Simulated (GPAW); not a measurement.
Band structure of Hf (P6_3/mmc, 2 atoms in the cell).

```
CELL_PARAMETERS angstrom
      1.57857    -2.73417     0.00000
      1.57857     2.73417     0.00000
      0.00000     0.00000     4.99798
ATOMIC_POSITIONS crystal
  Hf 0.33333 0.66667 0.25000
  Hf 0.66667 0.33333 0.75000
```

Level of theory: PBE, GPAW PAW datasets PBE (gpaw-data 1.0.1) (plane waves; GPAW 25.7.0).

Settings: mode = pw; ecut = 550 eV; xc = PBE; kpts = 8 8 5; mesh shift (steps) = 0 0 0; occupations.name = methfessel-paxton; occupations.width = 0.1 eV; occupations.order = 0; nbands = -10; convergence.density = 1e-05 e/electron; symmetry.symmorphic = false; symmetry.tolerance = 0.0005; maxiter = 100; bandpath_npoints = 40.

The starting cell has typed, rounded lattice constants, without a prior relaxation at this level. Its lattice was rescaled by a random factor within 2.5 % of one. Spin-orbit coupling is off.

Levels in eV from the Fermi level, bands 9 to 16:
```
point      9     10     11     12     13     14    15    16
-----  -----  -----  -----  -----  -----  -----  ----  ----
Γ      -7.53  -3.86   0.67   1.13   1.13   1.41  1.99  1.99
M      -3.45  -2.94  -2.41  -0.82   0.72   0.84  1.67  6.06
K      -2.33  -1.87  -1.87  -1.54   0.31   0.31  2.05  5.35
A      -5.50  -5.50   0.07   0.07   1.02   1.02  1.02  1.02
L      -3.57  -3.57  -1.11  -1.11   1.22   1.22  2.67  2.67
H      -1.88  -1.88  -1.59  -1.59  -0.23  -0.23  2.52  2.52
```

Bands cross the Fermi level along this path, so the cell is metallic at this level.
